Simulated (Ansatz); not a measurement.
Consider CdS in the zinc blende structure (space group F-43m, No. 216).

```
CELL_PARAMETERS angstrom
      0.00000     2.87831     2.87831
      2.87831     0.00000     2.87831
      2.87831     2.87831     0.00000
ATOMIC_POSITIONS crystal
  Cd 0.00000 0.00000 0.00000
  S  0.25000 0.25000 0.25000
```

Cartesian axes are those of the cell as printed.

Level of theory: Ansatz (a first-principles code) LDA, scalar-relativistic without spin-orbit coupling.

Base values:

Gap character: direct at Γ
Electron mass: 0.10 mₑ (at Γ)
Band gap: 0.95 eV

It is then changed as follows: compressive biaxial strain of 3.00 % in the plane normal to [001], as in epitaxy on a mismatched substrate; the out-of-plane cell vector and the atoms relax.

### Question
How does this affect the ratio −ε⊥/ε∥?

### Answer
The ratio −ε⊥/ε∥ amounts to 1.45.

### Question
What happens to the gap character?

### Answer
The gap character remains direct at Γ.

### Question
What does the calculation give for the electron mass after the change?

### Answer
The electron mass changes from 0.10 mₑ (at Γ) to 0.12 mₑ out of plane, 0.10 mₑ in plane (at Γ).

### Question
How does this affect the band gap?

### Answer
The band gap falls by 0.06 eV (0.95 eV → 0.89 eV).

Masses are band curvatures over ±0.01 Å⁻¹ around the edge. No phonon test of stability was made. Labels are those of the standard path for the cell's own space group.
